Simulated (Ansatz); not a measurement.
A computed series for MgO: response to strain

The parent structure is MgO in the rock salt structure (space group Fm-3m, No. 225; a = 4.1592 Å). Axes: x, y, z lie along the cube axes.

Strains are applied to the cell and any free atomic positions relax; under biaxial strain the out-of-plane vector relaxes too.

Computed with DFT with LDA, PAW potentials and a 420 eV plane-wave cutoff in Ansatz (an electronic-structure program), no spin-orbit coupling.

Candidates:
(a) biaxial strain +1.50 %, plane normal [001], relaxed out of plane
(b) biaxial strain +2.00 %, plane normal [001], relaxed out of plane
(c) biaxial strain +3.00 %, plane normal [001], relaxed out of plane
(d) biaxial strain −1.50 %, plane normal [001], relaxed out of plane
(e) biaxial strain −3.00 %, plane normal [001], relaxed out of plane

Question: Order them by out-of-plane strain, lowest first.

Answer: (c) biaxial strain +3.00 %, plane normal [001], relaxed out of plane (-1.64 %), (b) biaxial strain +2.00 %, plane normal [001], relaxed out of plane (-1.12 %), (a) biaxial strain +1.50 %, plane normal [001], relaxed out of plane (-0.85 %), (d) biaxial strain −1.50 %, plane normal [001], relaxed out of plane (+0.91 %), (e) biaxial strain −3.00 %, plane normal [001], relaxed out of plane (+1.90 %)

Stability against distortions was not tested.
